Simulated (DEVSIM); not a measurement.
Device: abrupt GaAs n-p junction, at 300 K.

| layer (left to right) | material | thickness (μm) | Nd (cm⁻³) | Na (cm⁻³) | τn (s) | τp (s) |
|---|---|---|---|---|---|---|
| 1 | GaAs | 0.120 | 7e16 | - | 2.4e-9 | 2.4e-9 |
| 2 | GaAs | 0.870 | - | 6.1e17 | 2.4e-9 | 2.4e-9 |

Left contact: ohmic. Right contact: ohmic. Voltage is applied to the left contact. Recombination: SRH at mid-gap. Mobility is μmin + (μ − μmin)/(1 + (N/Nref)^α).

This is a model device: material constants are rounded textbook-type values typed into the input, and sizes, dopings and lifetimes were drawn at random. Values at 300 K.

```csv
parameter,GaAs
gap (eV),1.424
affinity (eV),4.07
permittivity,12.9
Nc (cm⁻³),4.7e17
Nv (cm⁻³),9e18
μn (cm²/Vs),8500
μp (cm²/Vs),400
"μn,min",500
"μp,min",20
"Nref,n",6e16
"Nref,p",1.5e17
αn,0.39
αp,0.38
```

Model (solved in DEVSIM): 1D drift-diffusion, Boltzmann statistics, complete ionisation; no tunnelling, impact ionisation, image-force lowering or self-heating.

The thickness of layer 1 was swept, all else fixed.

```json
[
 {"thickness of layer 1 (μm)": "0.024", "dark forward voltage at 100 A/cm² (V)": "1.055", "dark forward voltage at 1 A/cm² (V)": "0.925", "largest field in the device at zero bias (V/cm)": "310000"},
 {"thickness of layer 1 (μm)": "0.042", "dark forward voltage at 100 A/cm² (V)": "1.075", "dark forward voltage at 1 A/cm² (V)": "0.941", "largest field in the device at zero bias (V/cm)": "240000"},
 {"thickness of layer 1 (μm)": "0.072", "dark forward voltage at 100 A/cm² (V)": "1.104", "dark forward voltage at 1 A/cm² (V)": "0.968", "largest field in the device at zero bias (V/cm)": "190000"},
 {"thickness of layer 1 (μm)": "0.12", "dark forward voltage at 100 A/cm² (V)": "1.130", "dark forward voltage at 1 A/cm² (V)": "1.001", "largest field in the device at zero bias (V/cm)": "150000"},
 {"thickness of layer 1 (μm)": "0.2", "dark forward voltage at 100 A/cm² (V)": "1.146", "dark forward voltage at 1 A/cm² (V)": "1.022", "largest field in the device at zero bias (V/cm)": "150000"},
 {"thickness of layer 1 (μm)": "0.36", "dark forward voltage at 100 A/cm² (V)": "1.159", "dark forward voltage at 1 A/cm² (V)": "1.036", "largest field in the device at zero bias (V/cm)": "150000"},
 {"thickness of layer 1 (μm)": "0.6", "dark forward voltage at 100 A/cm² (V)": "(withheld)", "dark forward voltage at 1 A/cm² (V)": "(withheld)", "largest field in the device at zero bias (V/cm)": "150000"}
]
```

Problem. Complete the blanks.

Solution. 
- 0.6, dark forward voltage at 100 A/cm² (V): 1.168
- 0.6, dark forward voltage at 1 A/cm² (V): 1.045
